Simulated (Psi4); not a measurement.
Psi4 1.11, unrestricted B3LYP/def2-svp: Al(Me)2(OiPr) cation (CC(C)[O][Al]([CH3])[CH3]), charge +1, multiplicity 2, 20 atoms. The geometry is a generated start, not checked to be a minimum at this level.

```
Quantity                             Result
--------------------------  ---------------
task                                 energy
method                                b3lyp
basis                              def2-svp
memory                                 3 GB
maxiter                                 100
keys of the molecule block      symmetry c1
scf_type                       df (default)
e_convergence               1e-06 (default)
d_convergence               1e-06 (default)
dft_radial_points              75 (default)
dft_spherical_points          302 (default)
basis functions                         167
grid points                          425626
```

```xyz
20

Al    -0.0351     0.5014     1.3545
C     -0.8304    -0.6197     2.8072
H     -1.1308    -1.6104     2.4555
H     -1.7155    -0.1431     3.2361
H     -0.1397    -0.7714     3.6406
C      0.3328     2.4551     1.5694
H      1.2236     2.7675     1.0179
H      0.4754     2.7354     2.6147
H     -0.4927     3.0682     1.1956
O      0.3540    -0.2029    -0.0872
C      0.6017    -0.7626    -1.3406
C      0.5402     0.3201    -2.4171
C     -0.4060    -1.8746    -1.6270
H      1.6150    -1.1937    -1.3244
H     -0.4529     0.7637    -2.4299
H      0.7569    -0.1042    -3.3943
H      1.2645     1.1006    -2.1973
H     -0.3700    -2.6176    -0.8333
H     -1.4100    -1.4567    -1.6644
H     -0.1811    -2.3551    -2.5760
```

Charge 1 and multiplicity 2 are set for this test and not shown to be the ground state.

With the defaults (damping_percentage = 0, diis = true, scf_initial_accelerator = adiis, guess = auto, which took SAD, diis_max_vecs = 10, level_shift = 0, level_shift_cutoff = 0.01, soscf = false) it converges in 15 SCF iterations. One run each on 2 threads, with these changes:
- soscf = true
- damping_percentage = 60
- guess = huckel
- guess = gwh
- guess = sapgau
- guess = modhuckel
- diis_max_vecs = 6
- level_shift = 0.1, level_shift_cutoff = 0.001
- damping_percentage = 60, diis = false, scf_initial_accelerator = none

Which of these changes keep the SCF from converging, or lead it to another solution?

No convergence: damping_percentage = 60; damping_percentage = 60, diis = false, scf_initial_accelerator = none (the run ends without SCF convergence in 100 iterations). The rest reach the solution of the defaults.

```
setting                                                                SCF iterations  JK calls             end
---------------------------------------------------------------------  --------------  --------  --------------
guess = sapgau                                                                     12        12   same solution
guess = huckel                                                                     14        36   same solution
level_shift = 0.1, level_shift_cutoff = 0.001                                      14        15   same solution
guess = modhuckel                                                                  14        36   same solution
the defaults                                                                       15        16   same solution
diis_max_vecs = 6                                                                  17        18   same solution
guess = gwh                                                                        19        19   same solution
soscf = true                                                                       35       151   same solution
damping_percentage = 60                                                           100       101  no convergence
damping_percentage = 60, diis = false, scf_initial_accelerator = none             100       101  no convergence
```

An SOSCF iteration holds several JK calls; a Hückel guess adds calls on atoms. 1 further run of the study ended by our limits or in an error and is left out.
